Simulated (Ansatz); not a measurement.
The starting structures come from a database of crystals and need not be the phases stable at ambient conditions.

```yaml
crystal:
  lattice:
    - [5.53490, 0.00000, 0.00000]
    - [0.02511, 5.53484, 0.00000]
    - [2.75490, -2.76742, 3.90488]
  atoms:
    - { symbol: Sr, position: [0.25000, 0.25000, 0.50000] }
    - { symbol: Sr, position: [0.75000, 0.75000, 0.50000] }
    - { symbol: Ti, position: [0.00000, 0.00000, 0.00000] }
    - { symbol: Ti, position: [0.50000, 0.50000, 0.00000] }
    - { symbol: O, position: [0.22904, 0.77096, 0.04192] }
    - { symbol: O, position: [0.77096, 0.22904, 0.95808] }
    - { symbol: O, position: [0.72904, 0.27096, 0.50000] }
    - { symbol: O, position: [0.27096, 0.72904, 0.50000] }
    - { symbol: O, position: [0.25000, 0.25000, 0.00000] }
    - { symbol: O, position: [0.75000, 0.75000, 0.00000] }
```

The cell is taken as given; by r2SCAN it stands under a pressure of -0.8 GPa.

Transport runs along the normal of the first two printed cell vectors, the (110) plane of the conventional cell.

No gap correction and no spin-orbit coupling; mid-gap is the computed energy nearest the middle.

Q: Give the band gap and the smallest decay constant κ at mid-gap that r2SCAN in Ansatz (a first-principles code) yields.

A: Gap 2.33 eV on a 8×8×8 mesh; κ = 0.263 1/Å, at the zone centre.
